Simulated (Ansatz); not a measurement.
The (320) surface of fcc Pb in its 1x1 cell, outermost plane spacing 0.70 Å in the ideal cut

Calculation: r2SCAN, at the PBE geometry (plane waves to 500 eV, PAW; Ansatz, a quantum-chemistry and plane-wave program).

Set-up: 16 atoms, 10.5 Å thick at the start (thin: gaps and levels are the slab's own); mesh 8x4x1; 0.1 eV smearing; dipole correction on; single point; on the structure that PBE left under its start's symmetry; no spin, no spin-orbit, no U.

```json
{
  "surface energy (mean of both faces)": "0.36 J/m²",
  "work_function_of_the_top_face": "3.82 eV",
  "cost": "very roughly 8 core-minutes"
}
```
